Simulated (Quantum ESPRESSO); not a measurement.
**What a tighter setting buys: K_POINTS, Sr5Ir6O18 (Im-3, 29 atoms in the cell)**

Cell: a = 8.1580 Å, b = 8.1580 Å, c = 8.1580 Å, α = 109.47°, β = 109.47°, γ = 109.47°.

Computed with PBEsol, GBRV 1.5 ultrasoft (PBESOL) pseudopotentials (plane waves; Quantum ESPRESSO).

Base settings: ecutwfc = 40 Ry; ecutrho = 320 Ry; occupations = smearing; smearing = cold; degauss = 0.0073499 Ry; potentials = {Sr: sr_pbesol_v1.uspp.F.UPF, Ir: ir_pbesol_v1.2.uspp.F.UPF, O: o_pbesol_v1.2.uspp.F.UPF}; K_POINTS = automatic 3 3 3 1 1 1; conv_thr = 1e-09 Ry; mixing_beta = 0.4.

Misses are taken against the tightest run, automatic 6 6 6 1 1 1, which need not be fully converged itself. The energy is the free energy per atom.

The count of work is k-points × plane waves × bands × iterations; it is no time, and leaves out set-up, grids and terms that scale otherwise. Core times come from one kind of shared machine and are given to one figure; runs under 30 s give none.

The starting cell comes from a database of computed structures (which also holds hypothetical and non-ambient phases and stackings), without a prior relaxation at this level. Its lattice was rescaled by a random factor within 2.5 % of one. Spin polarisation is off. In the base run, with a pressure of about -8 GPa the cell is away from its equilibrium volume at this level.

The runs (K_POINTS): automatic 1 1 1 1 1 1 | automatic 2 2 2 1 1 1 | automatic 3 3 3 1 1 1 | automatic 5 5 5 1 1 1 | automatic 6 6 6 1 1 1.

Which is the coarsest setting among those run that, with all tighter ones, holds the energy within 10 meV/atom of the reference, and what does it save?

automatic 2 2 2 1 1 1, off by 2.3 meV/atom; it needs 0.12 of the reference's count of work and about 0.2 of the reference's time.

Which is the coarsest setting among those run that, with all tighter ones, holds the energy within 2 meV/atom of the reference, and what does it save?

automatic 3 3 3 1 1 1, off by 0.22 meV/atom; it needs 0.23 of the reference's count of work and about 0.3 of the reference's time.

What does the step from automatic 2 2 2 1 1 1 to automatic 5 5 5 1 1 1 buy?

It takes the miss in the energy from 2.3 to 0.02 meV/atom, for 5.5 times the count of work and roughly 3 times the time.

```
K_POINTS               energy less reference (meV/atom)  largest difference in the force on any atom (eV/Å)  count of work / reference  core time / reference (rough)
---------------------  --------------------------------  --------------------------------------------------  -------------------------  -----------------------------
automatic 1 1 1 1 1 1                             25.21                                               0.341                      0.054                            0.2
automatic 2 2 2 1 1 1                              2.27                                               0.124                       0.12                            0.2
automatic 3 3 3 1 1 1                              0.22                                               0.037                       0.23                            0.3
automatic 5 5 5 1 1 1                             -0.02                                               0.001                       0.65                            0.7
automatic 6 6 6 1 1 1                              0.00                                               0.000                        1.0                              1
```
